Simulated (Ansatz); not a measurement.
Take GaN in the wurtzite structure (space group P6_3mc, No. 186) as the base.

```yaml
crystal:
  lattice:
    - [3.15179, 0.00000, 0.00000]
    - [-1.57589, 2.72953, 0.00000]
    - [0.00000, 0.00000, 5.13834]
  atoms:
    - { symbol: Ga, position: [0.33333, 0.66667, 0.00030] }
    - { symbol: Ga, position: [0.66667, 0.33333, 0.50030] }
    - { symbol: N, position: [0.33333, 0.66667, 0.37670] }
    - { symbol: N, position: [0.66667, 0.33333, 0.87670] }
```

Cartesian axes are those of the cell as printed.

The values are results of LDA in Ansatz (plane waves to 420 eV, PAW, spin-orbit coupling left out), not measurements.

Before the change:

| Quantity | Result |
|---|---|
| Band gap | 2.13 eV |
| Pressure | 0.00 GPa |

The change: uniaxial strain ε_xx = +1.80 %, all other strain components held at zero; the atoms relax in the strained cell.

Q: Estimate the effect on the band gap.

A: The band gap decreases by 0.14 eV (2.13 eV → 1.99 eV).

Q: What does the calculation give for the pressure after the change?

A: The pressure (mean of the normal stresses, compression positive) goes from zero to -3.48 GPa.

Q: How does this affect the energy relative to the base?

A: The energy goes up by 4.0 meV/atom.

No phonon test of stability was made.

Ansatz is a quantum-chemistry and plane-wave program.
